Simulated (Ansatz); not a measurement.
Ru: pressure series

Start from Ru in the hcp (Mg type) structure (space group P6_3/mmc, No. 194; a = 2.7222 Å, c = 4.2908 Å).

Cell and atoms are relaxed at each pressure.

All numbers come from PBE (Ansatz, a quantum-chemistry and plane-wave program), scalar-relativistic without spin-orbit coupling.

Notes on the quantities. enthalpy: H = E + PV relative to the base's energy.

```json
[
 {"case": "base", "lattice parameter a": "2.722 Å", "enthalpy": "–"},
 {"case": "pressure −2 GPa", "lattice parameter a": "…", "enthalpy": "-0.17 eV/atom"},
 {"case": "pressure −1 GPa", "lattice parameter a": "2.725 Å", "enthalpy": "-0.09 eV/atom"},
 {"case": "pressure 3 GPa", "lattice parameter a": "2.713 Å", "enthalpy": "+0.26 eV/atom"},
 {"case": "pressure 7 GPa", "lattice parameter a": "2.702 Å", "enthalpy": "+0.59 eV/atom"},
 {"case": "pressure 15 GPa", "lattice parameter a": "2.681 Å", "enthalpy": "+1.26 eV/atom"},
 {"case": "pressure 30 GPa", "lattice parameter a": "2.648 Å", "enthalpy": "+2.47 eV/atom"},
 {"case": "pressure 50 GPa", "lattice parameter a": "2.611 Å", "enthalpy": "+4.03 eV/atom"},
 {"case": "pressure 75 GPa", "lattice parameter a": "2.573 Å", "enthalpy": "+5.89 eV/atom"},
 {"case": "pressure 100 GPa", "lattice parameter a": "2.540 Å", "enthalpy": "+7.68 eV/atom"}
]
```

Question: What belongs in the blanks?

Answer: 
- pressure −2 GPa, lattice parameter a: 2.728 Å

Load acts through the strain it causes; cell and atoms are relaxed under it. No phonon test of stability was made. No other phases were tried under pressure. The final runs are not spin-polarised.
